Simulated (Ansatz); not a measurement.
## What tensor shear ε_xz = +3.35 % does to Sr2RuO4

Take Sr₂RuO₄ (space group I4/mmm, No. 139; a = 3.8303 Å, c = 12.6839 Å) as the base. Axes: x, y, z lie along a, b, c of the conventional cell.

One thing is altered: a pure shear with ε_xz = ε_zx = 0.0335; the atoms relax in the strained cell.

Computed with PBEsol (Ansatz, a quantum-chemistry and plane-wave program; PAW; 420 eV plane waves; spin-orbit coupling left out). Settings: 17×17×17 k-points, 0.05 eV Fermi–Dirac smearing.

```csv
quantity,base,changed,shift
space group,I4/mmm (No. 139),C2/m (No. 12),–
shortest interatomic distance,1.915 Å,1.915 Å,0.000 Å
energy relative to the base (free energy F),0 meV/atom,+12 meV/atom,+12 meV/atom
"pressure (mean of the normal stresses, compression positive)",0.0 GPa,0.1 GPa,+0.1 GPa
band gap,zero,zero,–
largest internal atomic displacement,–,0.055 Å,–
"stress (xx, yy, zz, yz, xz, xy; compression positive) (rough)",–,"(-0.1, 0.3, 0.2, 0.0, -4.3, 0.0) GPa",–
```

Final structure:

```yaml
crystal:
  lattice:
    - [-1.70268, 1.91513, 6.27777]
    - [2.12758, -1.91513, 6.40608]
    - [1.70268, 1.91513, -6.27777]
  atoms:
    - { symbol: Sr, position: [0.35231, 0.35607, 0.00376] }
    - { symbol: Sr, position: [0.64769, 0.64393, 0.99624] }
    - { symbol: Ru, position: [0.00000, 0.00000, 0.00000] }
    - { symbol: O, position: [0.83723, 0.85168, 0.01444] }
    - { symbol: O, position: [0.16277, 0.14832, 0.98556] }
    - { symbol: O, position: [0.50000, 0.00000, 0.50000] }
    - { symbol: O, position: [0.00000, 0.50000, 0.50000] }
```

Cost of the whole job for the changed cell (relaxation, final SCF and bands): very roughly 21 core-minutes.

Without a gap, meshes like the base's 17×17×17 leave anisotropic stresses uncertain by several tenths of a GPa, and small strain energies with them. Stability against distortions was not tested. No Hubbard U is applied, and correlation can decide whether such a compound is a metal. The final runs are not spin-polarised.
